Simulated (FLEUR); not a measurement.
Band structure of NiSi₂ (Fm-3m, 3 atoms in the cell).

```yaml
crystal:
  lattice:
    - [0.00000, 2.73638, 2.73638]
    - [2.73638, 0.00000, 2.73638]
    - [2.73638, 2.73638, 0.00000]
  atoms:
    - { symbol: Si, position: [0.25000, 0.25000, 0.25000] }
    - { symbol: Si, position: [0.75000, 0.75000, 0.75000] }
    - { symbol: Ni, position: [0.00000, 0.00000, 0.00000] }
```

Method of the run: PBE, all-electron FLAPW (FLEUR), scalar-relativistic valence in FLEUR.

Settings: Kmax = 4 1/bohr; GmaxXC = 12 1/bohr; xcFunctional = pbe; jspins = 1; l_soc = F; mode = hist; fermiSmearingEnergy = 0.00183747 Htr; mesh (inpgen div1-3) = 14 14 14; inpgen gamma flag = true; Gmax = 12 1/bohr; numbands = 0; maxIterBroyd = 40; imix = Anderson; alpha = 0.05.

The starting cell has typed, rounded lattice constants, without a prior relaxation at this level. Its lattice was rescaled by a random factor within 2.5 % of one. Spin polarisation is off. Values depend on the basis (sphere radii, cutoffs, local orbitals), which need not be converged.

Levels in eV from the Fermi level, bands 9 to 16:
| point | 9 | 10 | 11 | 12 | 13 | 14 | 15 | 16 |
|---|---|---|---|---|---|---|---|---|
| Γ | -3.31 | -0.59 | 1.69 | 1.69 | 1.69 | 2.32 | 2.32 | 2.32 |
| X | -3.41 | -3.41 | -3.26 | -2.94 | -0.45 | 1.50 | 7.75 | 8.12 |
| W | -3.54 | -3.41 | -3.00 | -2.30 | 2.16 | 2.16 | 4.73 | 5.23 |
| K | -3.60 | -3.24 | -2.76 | -2.50 | 0.18 | 3.69 | 4.65 | 6.15 |
| L | -3.14 | -3.14 | -1.37 | -1.37 | 1.72 | 1.83 | 1.83 | 2.43 |
| U | -3.60 | -3.24 | -2.76 | -2.50 | 0.18 | 3.69 | 4.65 | 6.15 |
